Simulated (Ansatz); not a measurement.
Base system: InAs in the zinc blende structure (space group F-43m, No. 216; a = 6.187 Å).

Structures relaxed with PBE/PAW in Ansatz (a quantum-chemistry and plane-wave program), scalar-relativistic without spin-orbit coupling, earlier PAW set.

Base:

Simulated powder pattern, Cu Kα, λ = 1.54184 Å (kinematic, ideal powder, no thermal factors, no anomalous dispersion; the 8 strongest lines at most, above 2 %, up to 2θ = 90°):

```
2θ (°)  I/Imax (%)    hkl
------  ----------  -----
24.93          100  (111)
41.27           75  (220)
48.82           47  (311)
59.79           12  (400)
65.80           19  (331)
75.25           24  (422)
80.71           14  (511)
89.64          8.0  (440)
```

It is then changed as follows: a hydrostatic pressure of 0.9 GPa.

After the change:

Simulated powder pattern, Cu Kα, λ = 1.54184 Å (kinematic, ideal powder, no thermal factors, no anomalous dispersion; the 8 strongest lines at most, above 2 %, up to 2θ = 90°):

```
2θ (°)  d (Å)  I/Imax (%)    hkl
------  -----  ----------  -----
25.08   3.551         100  (111)
29.03   3.075         4.1  (200)
41.53   2.175          74  (220)
49.12   1.855          47  (311)
60.18   1.538          12  (400)
66.23   1.411          19  (331)
75.76   1.256          24  (422)
81.27   1.184          14  (511)
```

The indices refer to the base's conventional cell; one index is shown for lines that coincide.

Load acts through the strain it causes; cell and atoms are relaxed under it. Whether these cells are dynamically stable was not tested. All final runs are without spin polarisation.
